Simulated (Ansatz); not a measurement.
Abridged Ansatz (an electronic-structure program) output:

```
Relaxation: its limit of steps is 50 (relax.max_steps)
Pseudopotential: Bi, paw, valence charge 15
Pseudopotential: Ag, paw, valence charge 19
Pseudopotential: Cs, paw, valence charge 9
Pseudopotential: Br, paw, valence charge 7
Crystal: 10 atoms, lattice volume = 355.296 Å³
Basis set: ecut = 420 eV, 6935 PW (Γ), exchange–correlation on 108×108×108 points (8 copies of the dense FFT grid, shifted against one another)
Bands: 57, of which v1, the nominal top of the filled ones, is band 47 counted from 1 (46 counted from 0)
Symmetry: 16 space group operations
k-points: 18 of 125
Functional: x = pbesol(κ = 0.804, μ = 0.12345679012345678), c = pbesol(β = 0.046)
SCF iter   1: F=—  HF=-47365.904241 eV  |F-HF|=—  |Δ(HF+E_count)|=         —  Δρ=3.21e-3  dr2=4.70e-2  ethr=1.77e-3  ⟨swp⟩=12.0  Hψ=5326  notcnv=0  defer=15
SCF iter   2: F=—  HF=-47365.899265 eV  |F-HF|=—  |Δ(HF+E_count)|=   4.98e-3  Δρ=1.23e-3  dr2=6.94e-3  ethr=5.00e-5  ⟨swp⟩=2.2  Hψ=2089  notcnv=0  defer=39
SCF 1 converged in 9 iterations: F = -47365.898543 eV  dr2 = 1.14e-10
relax step   1: F+E_penalty+E_count = -47365.89854318 eV  Δ(F+E_penalty+E_count) = +0.000e0 eV  max|allowed force component| = 1.219e-1 eV/Å  Δτ_max = 0.0000 Å  (9 SCF iters, accepted)
Crystal: 10 atoms, lattice volume = 355.296 Å³
SCF iter   1: F=—  HF=-47365.901399 eV  |F-HF|=—  |Δ(HF+E_count)|=         —  Δρ=2.78e-4  dr2=2.22e-4  ethr=2.11e-7  ⟨swp⟩=3.0  Hψ=3831  notcnv=0  defer=76
SCF iter   2: F=—  HF=-47365.901356 eV  |F-HF|=—  |Δ(HF+E_count)|=   4.23e-5  Δρ=1.43e-4  dr2=3.87e-5  ethr=2.11e-7  ⟨swp⟩=2.0  Hψ=1291  notcnv=0  defer=76
SCF 2 converged in 7 iterations: F = -47365.901271 eV  dr2 = 3.59e-10
relax step   2: F+E_penalty+E_count = -47365.90127080 eV  Δ(F+E_penalty+E_count) = -2.728e-3 eV  max|allowed force component| = 3.770e-2 eV/Å  Δτ_max = 0.0163 Å  (7 SCF iters, accepted)
Crystal: 10 atoms, lattice volume = 355.296 Å³
SCF iter   1: F=—  HF=-47365.901787 eV  |F-HF|=—  |Δ(HF+E_count)|=         —  Δρ=1.84e-4  dr2=6.87e-5  ethr=1.15e-6  ⟨swp⟩=3.3  Hψ=2886  notcnv=0  defer=76
SCF iter   2: F=—  HF=-47365.901770 eV  |F-HF|=—  |Δ(HF+E_count)|=   1.71e-5  Δρ=9.82e-5  dr2=1.88e-5  ethr=7.30e-8  ⟨swp⟩=1.1  Hψ=1190  notcnv=0  defer=76
SCF 3 converged in 7 iterations: F = -47365.901702 eV  dr2 = 1.09e-10
[...]
  atom   3  Cs     0.00000000     0.00000000     0.00000000
  atom   4  Cs     0.00000000     0.00000000     0.00000000
  atom   5  Br     0.00000000     0.00163661    -0.00000000
  atom   6  Br    -0.00163661     0.00000000     0.00000000
  atom   7  Br     0.00000000    -0.00163661    -0.00000000
  atom   8  Br     0.00163661     0.00000000     0.00000000
  atom   9  Br     0.00000000     0.00000000     0.00193449
  atom  10  Br     0.00000000     0.00000000    -0.00193449
--- Stress (GPa, compression-positive) ---
       -0.247998       0.000000       0.000000
        0.000000      -0.247998       0.000000
        0.000000       0.000000      -0.606681
  P = ⅓ Tr σ = -0.3676 GPa (-3.676 kbar)
--- Relaxed structure (4 steps of the walk, 4 accepted, 0 SCFs on fresh bases) ---
  atoms:
    - { symbol: Bi, position: [7.1610587995015135e-22, 7.161058799499486e-22, -7.161058799501513e-22] }
    - { symbol: Ag, position: [0.5, 0.5, 0.5] }
    - { symbol: Cs, position: [0.25, 0.25, 0.25] }
    - { symbol: Cs, position: [0.7500000000000001, 0.7500000000000001, 0.7499999999999999] }
    - { symbol: Br, position: [0.25438971082228523, 0.7456102891777148, 0.25438971082228523] }
    - { symbol: Br, position: [0.254389710822285, 0.745610289177715, 0.745610289177715] }
    - { symbol: Br, position: [0.745610289177715, 0.254389710822285, 0.745610289177715] }
    - { symbol: Br, position: [0.7456102891777148, 0.25438971082228523, 0.25438971082228523] }
    - { symbol: Br, position: [0.251714882403138, 0.251714882403138, 0.748285117596862] }
    - { symbol: Br, position: [0.7482851175968622, 0.7482851175968622, 0.2517148824031378] }
```

Problem. What was computed, and what are the main results?

Solution. Cs2AgBiBr6, 10 atoms in the cell, with PBEsol in Ansatz (plane waves to 420 eV, PAW, no spin-orbit coupling). The last SCF converged to F = -47365.901730 eV, or -4736.5902 eV per atom, at a pressure of -0.37 GPa. The total energy compares only with runs of the same code, potentials and settings.

With Bi present, leaving out spin-orbit coupling can change the band edges. The cells carry an imposed strain or load. Stability against distortions was not tested. The cell was made from Cs2AgBiBr6 (space group Fm-3m, No. 225) by this change: uniaxial strain ε_zz = +1.50 %.

Keys are those of Ansatz 0.2.
